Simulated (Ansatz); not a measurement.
Bond-angle distributions (per cent of the angles at each element, bins of 10°) of a relaxed model of amorphous Si30N40Ru at 3.12 g/cm³. These are PBE, scalar-relativistic without spin-orbit coupling (plane waves to 420 eV, PAW; Ansatz, a program for electronic structure) values and carry that method's errors. In the spin-polarised cell the level spacing at the Fermi energy can part levels of unlike spin.

The cell was made by melting and quenching with the CHGNet potential and then relaxed with DFT. N atoms were pushed apart under 1.9 Å during the dynamics, to hinder bonds among them. The hot cell started wider than the set density and was brought back towards it in steps. It is the lowest in DFT energy of 2 quenches. It is a model cell: composition and starting density were chosen by hand, and all elements were melted together. No dispersion term was used. Its density started from a set value of 3.12 and ended at 3.12 g/cm³. The simulated quench (nominally 380 K/ps over its main leg) is rapid and tends to freeze in more defects than a deposited or slowly cooled glass has. One small periodic cell is one sample of the glass; other quenches scatter about these values. The volume was held where the preparation left it and the shape relaxed, at a PBE pressure of 0.2 GPa. Stress components on the final sampling reach 0.5 GPa. On a 2×2×2 Γ-centred mesh force components of up to 0.15 eV/Å stay, since the relaxation ran on the zone centre alone.

Cut-offs for bonds: Si-Si 2.60 Å, Si-N 2.14 Å, Si-Ru 2.83 Å, N-N 1.70 Å, N-Ru 2.39 Å, Ru-Ru 3.21 Å. Two cations that share two anions don't count as bonded, nor two that share one unless they lie closer than Si-Si 2.38 Å, Si-Ru 2.75 Å, Ru-Ru 3.12 Å.

```csv
angle (°),at Si,at N
50-60,0,0
60-70,1,0
70-80,0,1
80-90,12,7
90-100,9,11
100-110,34,14
110-120,23,26
120-130,14,21
130-140,3,12
140-150,3,4
150-160,0,1
160-170,1,2
170-180,0,1
```

They go with these counts of neighbours within the cut-offs, cation contacts included: Si mean 4.0, most often 4; N mean 3.0, most often 3.
